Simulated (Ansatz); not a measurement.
Consider LiNbO3 (space group R3c, No. 161).

```cif
data_Li6Nb6O18
_chemical_formula_sum 'Li6 Nb6 O18'
_space_group_name_H-M_alt 'R3c :H'
_space_group_IT_number 161
_space_group_name_Hall 'R 3 -2"c'
_cell_length_a 5.06747
_cell_length_b 5.06747
_cell_length_c 13.68729
_cell_angle_alpha 90.000
_cell_angle_beta 90.000
_cell_angle_gamma 120.000
loop_
_atom_site_label
_atom_site_type_symbol
_atom_site_symmetry_multiplicity
_atom_site_Wyckoff_symbol
_atom_site_fract_x
_atom_site_fract_y
_atom_site_fract_z
_atom_site_occupancy
Li1 Li 6 a 0.00000 0.00000 0.21886 1
Nb1 Nb 6 a 0.00000 0.00000 0.00248 1
O1 O 18 b 0.01229 0.37604 0.27052 1
```
(The calculation used a cell of 10 atoms; values per cell refer to that cell.)

Computed with LDA (Ansatz, a program for electronic structure), spin-orbit coupling left out.

One thing is altered: the cell is scaled by 0.9775 in all directions, atoms relaxed at fixed cell.

What does the calculation give for the largest internal atomic displacement after the change?

The largest internal atomic displacement comes out as 0.066 Å.

Estimate the effect on the energy relative to the base.

The energy increases by 20 meV/atom.

The cells carry an imposed strain or load. Whether these cells are dynamically stable was not tested.
